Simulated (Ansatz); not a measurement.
System: HfSiO4 (I4₁/amd, No. 141, 12 atoms in the cell; start mp-4609). Method: r²SCAN-D4 (plane waves, PAW; Ansatz, an electronic-structure program).

Run with plane-wave cutoff 500 eV, 10×10×10 k mesh, gaussian smearing 0.02 eV, scalar-relativistic PAW data made under PBE.

Cell (relaxed at this level):

```xyz
12
Lattice="-3.2846 3.2846 2.9823 3.2846 -3.2846 2.9823 3.2846 3.2846 -2.9823" Properties=species:S:1:pos:R:3 pbc="T T T"
Hf     0.0000     0.0000     0.0000
Hf     0.0000     3.2846     1.4912
Si     3.2846     0.0000     1.4912
Si     0.0000     0.0000     2.9823
O      3.2846     2.0707    -1.0743
O      4.4986     0.0000     0.4169
O      0.0000     1.2140     1.9080
O      2.0707     0.0000     0.4169
O      3.2846     1.2140     2.5654
O      1.2140     0.0000     4.0566
O      3.2846    -1.2140     2.5654
O      2.0707     3.2846     1.0743
```

Question: Predict the band gap.

Answer: 
- band gap: 6.03 eV (on the SCF k mesh)

Note: the relaxation could not lower the start's symmetry, so the cell can be a saddle point above a distorted one.

Spin–orbit coupling is not included.

Computed values are for the static lattice.

Cost on a shared machine: about 9 core-minutes (a rough figure).

A start named mp-… is a Materials Project structure, which need not be a measured phase.
